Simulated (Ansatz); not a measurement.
Start from InSb in the zinc blende structure (space group F-43m, No. 216).

Space group F-43m (No. 216); a = 6.5189 Å, b = 6.5189 Å, c = 6.5189 Å, α = 90.00°, β = 90.00°, γ = 90.00°

```csv
atom,site,symmetry,x,y,z
In,4a,-43m,0.0000,0.0000,0.0000
Sb,4d,-43m,0.7500,0.7500,0.7500
```
(The calculation used a cell of 2 atoms; values per cell refer to that cell.)

All numbers come from plane-wave PAW DFT at the PBEsol level (Ansatz, a program for electronic structure, 420 eV), without spin-orbit coupling.

Base values:

```
Property               Value
-------------------  -------
Lattice parameter a  6.519 Å
```

Modification: hydrostatic tension (pressure −1 GPa).

**Question.** What happens to the lattice parameter a?

**Answer.** The lattice parameter a goes up by 0.054 Å (6.519 Å → 6.573 Å).

Load acts through the strain it causes; cell and atoms are relaxed under it. Whether these cells are dynamically stable was not tested. The final runs are not spin-polarised.
